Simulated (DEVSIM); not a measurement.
Structure: isotype n-n heterojunction Al0.1Ga0.9As/GaAs, at 300 K.

Layer 1 from the left is Al0.1Ga0.9As, thickness (μm) 0.650, Nd (cm⁻³) 1.2e16, τn (s) 3.5e-8, τp (s) 3.5e-8. Layer 2 from the left is GaAs, thickness (μm) 0.700, Nd (cm⁻³) 2.3e15, τn (s) 3.5e-8, τp (s) 3.5e-8.

Left contact: ohmic. Right contact: ohmic. Voltage is applied to the left contact. Recombination: SRH at mid-gap, Auger. Mobility is constant in doping.

This is a model device: material constants are rounded textbook-type values typed into the input, and sizes, dopings and lifetimes were drawn at random. Values at 300 K.

Al0.1Ga0.9As: gap (eV) 1.5487, affinity (eV) 3.991, permittivity 12.62, Nc (cm⁻³) 5.17e17, Nv (cm⁻³) 9e18, μn (cm²/Vs) 6520, μp (cm²/Vs) 317, Cn (cm⁶/s) 1e-30, Cp (cm⁶/s) 1e-30. GaAs: gap (eV) 1.424, affinity (eV) 4.07, permittivity 12.9, Nc (cm⁻³) 4.7e17, Nv (cm⁻³) 9e18, μn (cm²/Vs) 8500, μp (cm²/Vs) 400, Cn (cm⁶/s) 1e-30, Cp (cm⁶/s) 1e-30.

DEVSIM, 1D drift-diffusion, Boltzmann statistics, complete ionisation; no tunnelling, impact ionisation, image-force lowering or self-heating. Band offsets follow the typed affinities; no thermionic-emission limit at abrupt steps, no polarisation charge.

Task: What does the simulation give for the potential step across the device at zero bias?

Result: potential step across the device at zero bias 0.119 V.
